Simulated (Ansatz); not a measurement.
Response to strain in SiC

Base system: SiC in the wurtzite structure (space group P6_3mc, No. 186).

```cif
data_C2Si2
_chemical_formula_sum 'Si2 C2'
_space_group_name_H-M_alt 'P63mc'
_space_group_IT_number 186
_space_group_name_Hall 'P 6c -2c'
_cell_length_a 3.05640
_cell_length_b 3.05640
_cell_length_c 5.01582
_cell_angle_alpha 90.000
_cell_angle_beta 90.000
_cell_angle_gamma 120.000
loop_
_atom_site_label
_atom_site_type_symbol
_atom_site_symmetry_multiplicity
_atom_site_Wyckoff_symbol
_atom_site_fract_x
_atom_site_fract_y
_atom_site_fract_z
_atom_site_occupancy
Si1 Si 2 b 0.66667 0.33333 0.49959 1
C1 C 2 b 0.33333 0.66667 0.37541 1
```

Strains are applied to the cell and any free atomic positions relax.

Calculations: Ansatz (a program for electronic structure), LDA, PAW, cutoff 420 eV, spin-orbit coupling left out.

| variant | shortest interatomic distance | electron mass | smallest direct gap |
|---|---|---|---|
| base | 1.871 Å | 0.26 mₑ along c, 0.43 mₑ across (at K) | 3.92 eV |
| isotropic strain −3.00 % | 1.815 Å | 0.25 mₑ along c, 0.41 mₑ across (at K) | 4.11 eV |
| isotropic strain −2.40 % | 1.827 Å | 0.25 mₑ along c, 0.41 mₑ across (at K) | 4.07 eV |
| isotropic strain −1.80 % | 1.838 Å | 0.25 mₑ along c, 0.41 mₑ across (at K) | 4.03 eV |
| isotropic strain −1.20 % | 1.849 Å | 0.26 mₑ along c, 0.42 mₑ across (at K) | 3.99 eV |
| isotropic strain −0.60 % | 1.860 Å | 0.26 mₑ along c, 0.42 mₑ across (at K) | 3.96 eV |

Masses are band curvatures over ±0.01 Å⁻¹ around the edge. Whether these cells are dynamically stable was not tested.
